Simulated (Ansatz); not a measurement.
# A constructed model of the (111) surface of fcc Ni, ferromagnetic, (√3x√3)R30° layer of I, one a cell, on the site that continues the host's stacking (bottom of the slab: a bare face, its two planes held)

Method: PBE (plane waves to 420 eV, PAW; Ansatz, a program for electronic structure).

Slab: 19 atoms, 12.5 Å thick at the start; k 10x10x1, smearing 0.1 eV, dipole-corrected; 6 atoms held, the rest relaxed; start symmetry kept, larger cells not searched; spin-polarised, ending with about 11.7 μB a cell; orders that need a larger cell were not tried, no spin-orbit, no U. It is one candidate, not shown to be the stable structure of the face.

- work function of the top face = 4.37 eV
- energy released by relaxation = 0.12 eV
- magnetic moment of the cell = 11.74 μB
- cost = very roughly 30 core-minutes
